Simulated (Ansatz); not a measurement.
BAs: pressure series

Take BAs in the zinc blende structure (space group F-43m, No. 216; a = 4.7679 Å) as the base.

Cell and atoms are relaxed at each pressure.

Method: Ansatz (a program for electronic structure), PBEsol, PAW, cutoff 420 eV, no SOC.

Candidates:
(a) pressure −2 GPa
(b) pressure 4.5 GPa
(c) pressure 2.1 GPa
(d) pressure −1 GPa

Base values:

| Quantity | Value |
|---|---|
| Width of the top valence band | 5.27 eV |

Q: Order them by width of the top valence band, lowest first.

A: (a) pressure −2 GPa (5.19 eV), (d) pressure −1 GPa (5.23 eV), (c) pressure 2.1 GPa (5.36 eV), (b) pressure 4.5 GPa (5.45 eV)

The levels and masses belong to the bands next to the band gap. Load acts through the strain it causes; cell and atoms are relaxed under it. Stability against distortions was not tested.
